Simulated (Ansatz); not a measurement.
```xyz
2
Lattice="0.0000 2.3838 2.3838 2.3838 0.0000 2.3838 2.3838 2.3838 0.0000" Properties=species:S:1:pos:R:3 pbc="T T T"
Be     0.0000     0.0000     0.0000
Se     1.1919     1.1919     1.1919
```

No spin polarisation.

The values are results of PBE/PAW in Ansatz (a first-principles code), no SOC, not measurements. k-mesh 11×11×11 (Γ-centred); smearing 0.05 eV (Fermi–Dirac).

### Question
Predict the width of the top valence band, electron mass and band gap.

### Answer
```json
{
 "width_of_the_top_valence_band": "4.55 eV",
 "electron_mass": "0.79 mₑ along k, 0.23 mₑ across (at X)",
 "band_gap": "2.03 eV"
}
```

Load acts through the strain it causes; cell and atoms are relaxed under it. Masses are band curvatures over ±0.01 Å⁻¹ around the edge. Along k means along the line from Γ to the band edge. Whether these cells are dynamically stable was not tested. Competing high-pressure phases were not computed. The cell was made from BeSe in the zinc blende structure (space group F-43m, No. 216) by this change: pressure 30 GPa.
